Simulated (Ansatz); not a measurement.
The parent structure is InAgTe2 in the chalcopyrite structure (space group I-42d, No. 122).

```
InAgTe2
1.0
   -3.17677     3.17677     6.31871
    3.17677    -3.17677     6.31871
    3.17677     3.17677    -6.31871
In Te Ag
2 4 2
Direct
  0.50000   0.50000   0.00000
  0.25000   0.75000   0.50000
  0.37500   0.36482   0.48982
  0.63518   0.12500   0.01018
  0.87500   0.88518   0.51018
  0.11482   0.62500   0.98982
  0.00000   0.00000   0.00000
  0.75000   0.25000   0.50000
```

Cartesian axes are those of the cell as printed.

Method: LDA, PAW, 420 eV (Ansatz, a first-principles code; no spin-orbit coupling).

Base values:

The pressure is 0.0 GPa.

Modification: tensor shear ε_xz = +0.80 % (engineering shear γ = 0.0160), atoms relaxed at fixed cell.

Q: What does the calculation give for the energy relative to the base, pressure and largest internal atomic displacement after the change?

A: The energy rises by 0.6 meV/atom; the pressure (mean of the normal stresses, compression positive) is still 0.0 GPa; the largest internal atomic displacement amounts to 0.017 Å.

The cells carry an imposed strain or load. Whether these cells are dynamically stable was not tested. The final runs are not spin-polarised.
